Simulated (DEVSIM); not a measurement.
Structure: abrupt Ge n-p junction, at 400 K.

```
layer (left to right)  material  thickness (μm)  Nd (cm⁻³)  Na (cm⁻³)  τn (s)  τp (s)
---------------------  --------  --------------  ---------  ---------  ------  ------
1                            Ge            83.0     1.8e17          -  3.1e-7  3.1e-7
2                            Ge            22.0          -     9.6e16  3.1e-7  3.1e-7
```

Left contact: ohmic. Right contact: ohmic. Voltage is applied to the left contact. Recombination: SRH at mid-gap, radiative, Auger. Mobility is μmin + (μ − μmin)/(1 + (N/Nref)^α).

The device is made up for the run: typed textbook-type constants, with dimensions and the other settings drawn at random. Values at 300 K; Nc and Nv go as T^1.5, mobilities as T to minus their exponent, the gap by Varshni's rule with the affinity fixed.

| parameter | Ge |
|---|---|
| gap (eV) | 0.664 |
| affinity (eV) | 4 |
| permittivity | 16 |
| Nc (cm⁻³) | 1.04e19 |
| Nv (cm⁻³) | 6e18 |
| μn (cm²/Vs) | 3900 |
| μp (cm²/Vs) | 1900 |
| μn,min | 150 |
| μp,min | 100 |
| Nref,n | 2.6e17 |
| Nref,p | 4e17 |
| αn | 0.56 |
| αp | 0.6 |
| T exponent of μn | 1.66 |
| T exponent of μp | 2.33 |
| B (cm³/s) | 6.4e-14 |
| Cn (cm⁶/s) | 1e-31 |
| Cp (cm⁶/s) | 1e-31 |
| Varshni α (eV/K) | 0.000477 |
| Varshni β (K) | 235 |

DEVSIM, 1D drift-diffusion, Boltzmann statistics, complete ionisation; no tunnelling, impact ionisation, image-force lowering or self-heating.

The thickness of layer 1 was swept, all else fixed.

```
thickness of layer 1 (μm)  dark forward voltage at 100 A/cm² (V)
-------------------------  -------------------------------------
17                                                         0.242
29                                                         0.247
50                                                         0.252
83                                                         0.262
140                                                        0.276
250                                                        0.302
420                                                        0.344
```

From the first row to the last the dark forward voltage at 100 A/cm² goes from 0.242 to 0.344.
